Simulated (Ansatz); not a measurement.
Ansatz (a quantum-chemistry and plane-wave program) is run on La₃Co₂Sn₇ (Cmmm, 12 atoms in the cell), and the run fails. The aim is a self-consistent single point with DFT, PBEsol, plane waves, default PAW files made with PBE.

Input as run:

Ansatz 0.2 input:
```yaml
crystal:
  lattice:
    - [2.246762, -13.538291, 0.000000]
    - [2.246762, 13.538291, 0.000000]
    - [0.000000, 0.000000, 4.520129]
  atoms:
    - { symbol: La, position: [0.000000, 0.000000, 0.500000] }
    - { symbol: La, position: [0.684660, 0.315340, 0.000000] }
    - { symbol: La, position: [0.315340, 0.684660, 0.000000] }
    - { symbol: Co, position: [0.127530, 0.872470, 0.500000] }
    - { symbol: Co, position: [0.872470, 0.127530, 0.500000] }
    - { symbol: Sn, position: [0.217250, 0.782750, 0.500000] }
    - { symbol: Sn, position: [0.782750, 0.217250, 0.500000] }
    - { symbol: Sn, position: [0.091030, 0.908970, 0.000000] }
    - { symbol: Sn, position: [0.908970, 0.091030, 0.000000] }
    - { symbol: Sn, position: [0.500000, 0.500000, 0.000000] }
    - { symbol: Sn, position: [0.409300, 0.590700, 0.500000] }
    - { symbol: Sn, position: [0.590700, 0.409300, 0.500000] }
basis:
  ecutwfc: 420.0 eV
kpoints:
  mp_grid: { grid: [5, 5, 5] }
hamiltonian:
  xc: pw91
  pseudopotentials: { kind: paw }
scf:
  occupations: { method: cold, width: 0.1 eV }
output:
  forces: true
  eigenvalues: true
  stress: true
```

Output (repeated stretches shortened):

```
Error: YAML parse error: error: line 24 column 7: hamiltonian.xc: unknown variant `pw91`, expected one of `lda`, `lda-pw`, `pw92`, `pbe`, `pbesol`, `rpbe`, `revpbe`, `blyp`, `pbe0`, `revpbe0`, `b3lyp`, `b3lyp5`, `hse06`, `wpbeh`, `hiss`, `lc_wpbe`, `cam_b3lyp`, `hf`, `r2scan`, `r2scanh`, `r2scan0`, `r2scan50`, `mr2scan`
  --> <input>:24:7
   |
22 |   mp_grid: { grid: [5, 5, 5] }
23 | hamiltonian:
24 |   xc: pw91
   |       ^ hamiltonian.xc: unknown variant `pw91`, expected one of `lda`, `lda-pw`, `pw92`, `pbe`, `pbesol`, `rpbe`, `revpbe`, `blyp`, `pbe0`, `revpbe0`, [...]
25 |   pseudopotentials: { kind: paw }
26 | scf:
   |
```

Q: From the messages shown, name the fault and mend the input.

A: The fault is a value that the program does not know. The key takes a closed list of words, and names differ between codes. To fix it, use one of the words that the key accepts. The program stopped before any SCF iteration.

The sound input it was made from differs as follows (other fixes are possible):
```diff
-  xc: pw91
+  xc: pbesol
```

With that input, the run converged in 8 iterations: free energy E − TS (on the zero of these files) -70325.6040 eV; Fermi level (on the code's own zero) 13.45 eV; pressure 3.68 GPa; largest force (vector length) 0.227 eV/Å (DFT, PBEsol, plane waves, default PAW files made with PBE).

On the sound input: the starting cell comes from a database of computed structures (which also holds hypothetical and non-ambient phases and stackings), without a prior relaxation at this level. Its lattice was rescaled by a random factor within 2.5 % of one. Spin polarisation is off. With a pressure of about 4 GPa the cell is away from its equilibrium volume at this level. Ansatz's pressure includes its estimate of the finite-basis (Pulay) stress.
